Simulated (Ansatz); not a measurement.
Levels about the gap of amorphous In24O39Y2 (65 atoms in a cell of 924 Å³, 6.40 g/cm³; zone centre alone, so wide bands show as single levels with stretches between that a denser mesh fills), at the geometry that PBE relaxed, where it gives 0.1 GPa on a denser mesh. The participation number counts the atoms over which a state spreads; weights are charges in smoothed Voronoi cells. The levels come from a single point, so bond lengths are those of that geometry. Method of the levels: PBE, scalar-relativistic without spin-orbit coupling (Ansatz, a program for electronic structure). Sampling: the zone centre alone; Fermi-Dirac width 0.02 eV; no spin polarisation.

Preparation: random packing, a CHGNet melt and quench, and a DFT relaxation. O atoms were pushed apart under 1.9 Å during the dynamics, to hinder bonds among them. The hot cell started wider than the set density and was brought back towards it in steps. It is the lowest in DFT energy of 2 quenches. It is a model cell: composition and starting density were chosen by hand, and all elements were melted together. No dispersion term was used. Its density started from a set value of 6.39 and ended at 6.40 g/cm³. The quench (nominally 220 K/ps over its main leg) was far faster than any real one, so the model tends to hold more defects than a real film. One small periodic cell is one sample of the glass; other quenches scatter about these values. Volume and shape were free in the relaxation.

```csv
"E - E(highest filled), eV",filling,participation number,largest on,weight O,weight In,weight Y
-0.27,filled,22.0,"O, 4 neighbours",0.94,0.05,0.00
-0.25,filled,19.8,"O, 3 neighbours",0.95,0.05,0.01
-0.20,filled,21.3,"O, 3 neighbours",0.94,0.06,0.00
-0.17,filled,15.6,"O, 3 neighbours",0.94,0.05,0.01
-0.13,filled,14.2,"O, 3 neighbours",0.95,0.05,0.00
-0.07,filled,13.2,"O, 3 neighbours",0.94,0.05,0.00
0.00,filled,13.3,"O, 3 neighbours",0.95,0.04,0.00
0.63,empty,61.3,"O, 3 neighbours",0.58,0.41,0.02
3.16,empty,32.0,"In, 4 neighbours",0.60,0.39,0.01
3.39,empty,34.3,"In, 5 neighbours",0.59,0.39,0.02
3.49,empty,47.5,"In, 6 neighbours",0.61,0.38,0.01
3.62,empty,41.8,"In, 5 neighbours",0.62,0.38,0.01
3.75,empty,40.4,"In, 5 neighbours",0.61,0.37,0.02
3.92,empty,42.8,"In, 5 neighbours",0.61,0.38,0.01
```

Most localised among these is the filled level at -0.07 eV, on a O atom, which has 3 neighbours (In 2.08 Å, In 2.11 Å, In 2.14 Å).
